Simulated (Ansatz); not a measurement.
The parent structure is ZnS in the wurtzite structure (space group P6_3mc, No. 186; a = 3.782 Å, c = 6.208 Å).

Calculations: plane-wave PAW DFT at the PBEsol level (Ansatz, a first-principles code, 420 eV), spin-orbit coupling left out, earlier PAW set.

One change was made to it. Results:

```csv
quantity,base,after
"valence-band top at Γ (three highest levels, from the VBM)","0.00, 0.00, -0.09 eV","0.00, 0.00, -0.47 eV"
gap character,direct at Γ,"indirect, Γ → K"
band gap,2.15 eV,2.40 eV
shortest interatomic distance,2.319 Å,2.089 Å
```

Problem. Which change produced these results?
A) pressure 45 GPa
B) pressure 4.2 GPa
C) pressure 9 GPa

Solution. A, pressure 45 GPa. For comparison, the valence-band top at Γ in the other runs: pressure 9 GPa gives 0.00, 0.00, -0.13 eV; pressure 4.2 GPa gives 0.00, 0.00, -0.11 eV.

Load acts through the strain it causes; cell and atoms are relaxed under it. No phonon test of stability was made. Tetrahedral semiconductors of this kind turn to denser phases somewhere between about 1 and 50 GPa; those were not computed, so compressed cells here can lie past the real transition.
